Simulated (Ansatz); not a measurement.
KI in the rock salt structure (space group Fm-3m, No. 225)

Space group Fm-3m (No. 225); a = 7.181 Å, b = 7.181 Å, c = 7.181 Å, α = 90.00°, β = 90.00°, γ = 90.00°

| atom | site | symmetry | x | y | z |
|---|---|---|---|---|---|
| I | 4a | m-3m | 0.0000 | 0.0000 | 0.0000 |
| K | 4b | m-3m | 0.5000 | 0.5000 | 0.5000 |
(The calculation used a cell of 2 atoms; values per cell refer to that cell.)

Level of theory: PBE (Ansatz, a program for electronic structure), without spin-orbit coupling. Γ-centred 8×8×8 mesh, Fermi–Dirac width 0.05 eV.

| Item | Result |
|---|---|
| Volume per atom | 46.29 Å³ |
| Density | 2.98 g/cm³ |
| Band gap | 3.86 eV, direct at Γ |
| Electron mass | 0.34 mₑ |
| Hole mass (degenerate bands, along [100]) | 0.51, 2.8, 2.8 mₑ |
| Lowest conduction-band minima above the VBM | Γ 3.86 eV; X along ⟨100⟩ 5.01 eV |
| Total energy | -4526.849 eV/atom (σ→0; compares only within this code and set-up) |

Spin-orbit coupling, missing from the scalar runs, can matter with I. Masses are band curvatures over ±0.01 Å⁻¹ around the edge. Whether these cells are dynamically stable was not tested.
